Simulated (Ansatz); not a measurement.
The parent structure is BP in the zinc blende structure (space group F-43m, No. 216; a = 4.491 Å).

Level of theory: LDA/PAW in Ansatz (a program for electronic structure), scalar-relativistic without spin-orbit coupling.

One change was made to it. Results:

```csv
quantity,base,after
shortest interatomic distance,1.944 Å,1.877 Å
smallest direct gap,3.43 eV,3.63 eV
band gap,1.14 eV,1.00 eV
```

Q: Which of these changes matches the shifts?
(A) pressure 2.1 GPa
(B) pressure −2 GPa
(C) pressure 4.5 GPa
(D) pressure 22.5 GPa

A: D, pressure 22.5 GPa. For comparison, the band gap in the other runs: pressure −2 GPa gives 1.16 eV; pressure 4.5 GPa gives 1.11 eV; pressure 2.1 GPa gives 1.13 eV.

Load acts through the strain it causes; cell and atoms are relaxed under it. Stability against distortions was not tested. Competing high-pressure phases were not computed.
